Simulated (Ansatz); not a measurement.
We consider HfSiSe (P4/nmm, No. 129, 6 atoms in the cell; start mp-13962), described by PBEsol in Ansatz (plane waves, PAW).

Run with plane-wave cutoff 520 eV, 16×16×8 k mesh (along the axes of the cell as run), Fermi–Dirac smearing 0.05 eV, scalar-relativistic PAW data made under PBE.

Cell (relaxed at this level):

```cif
data_Hf2Se2Si2
_chemical_formula_sum 'Hf2 Si2 Se2'
_space_group_name_H-M_alt 'P4/nmm :1'
_space_group_IT_number 129
_space_group_name_Hall 'P 4ab 2ab -1ab'
_cell_length_a 3.57681
_cell_length_b 3.57681
_cell_length_c 8.25055
_cell_angle_alpha 90.000
_cell_angle_beta 90.000
_cell_angle_gamma 90.000
loop_
_space_group_symop_operation_xyz
  'x, y, z'
  '-y+1/2, x+1/2, z'
  '-x, -y, z'
  'y+1/2, -x+1/2, z'
  'x+1/2, -y+1/2, -z'
  '-y, -x, -z'
  '-x+1/2, y+1/2, -z'
  'y, x, -z'
  '-x+1/2, -y+1/2, -z'
  'y, -x, -z'
  'x+1/2, y+1/2, -z'
  '-y, x, -z'
  '-x, y, z'
  'y+1/2, x+1/2, z'
  'x, -y, z'
  '-y+1/2, -x+1/2, z'
loop_
_atom_site_label
_atom_site_type_symbol
_atom_site_symmetry_multiplicity
_atom_site_Wyckoff_symbol
_atom_site_fract_x
_atom_site_fract_y
_atom_site_fract_z
_atom_site_occupancy
Hf1 Hf 2 c 0.50000 0.00000 0.25565 1
Si1 Si 2 a 0.00000 0.00000 0.00000 1
Se1 Se 2 c 0.00000 0.50000 0.37942 1
```

**Question.** Estimate the bulk modulus that the calculation returns.

**Answer.** 
* **bulk modulus**: 121 GPa

The run finds no gap.

Note: the bulk modulus is −V dP/dV from two relaxed cells at ±2 % in volume; the relaxation could not lower the start's symmetry, so the cell can be a saddle point above a distorted one.

Spin–orbit coupling is not included; it can open a gap where bands touch, and shift volumes and moduli.

The computed numbers hold no vibrational or temperature effects.

Computing time: very roughly 30 core-minutes.

A start named mp-… is a Materials Project structure, which need not be a measured phase.

Ansatz is a program for electronic structure.
